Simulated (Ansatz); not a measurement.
Slab thickness and the (111) surface of fcc Ni, ferromagnetic: the same face, mesh and vacuum, all atoms relaxed.

Computed with PBE (plane waves to 420 eV, PAW; Ansatz, a program for electronic structure).

| atoms | thickness (Å) | γ (J/m²) | work function, top face (eV) | rough cost |
|---|---|---|---|---|
| 2 | 2.0 | … | 5.05 | about 60 core-seconds (a rough figure) |
| 3 | 4.0 | 1.94 | 5.05 | roughly 90 core-seconds |
| 4 | 6.0 | 1.94 | 5.07 | roughly 2.0 core-minutes |
| 5 | 8.1 | 1.94 | 5.06 | roughly 2.7 core-minutes |
| 6 | 10.1 | 1.95 | 5.06 | roughly 4 core-minutes |
| 7 | 12.1 | 1.95 | 5.06 | around 2.8 core-minutes (rough) |
| 8 | 14.2 | 1.95 | 5.06 | about 4 core-minutes (a rough figure) |
| 10 | 18.2 | 1.95 | 5.06 | about 6 core-minutes (a rough figure) |
| 12 | 22.3 | 1.95 | 5.06 | very roughly 13 core-minutes |
| 16 | 30.4 | 1.95 | 5.06 | around 15 core-minutes (rough) |

Some entries are withheld; supply them.


- 2, γ (J/m²): 1.92
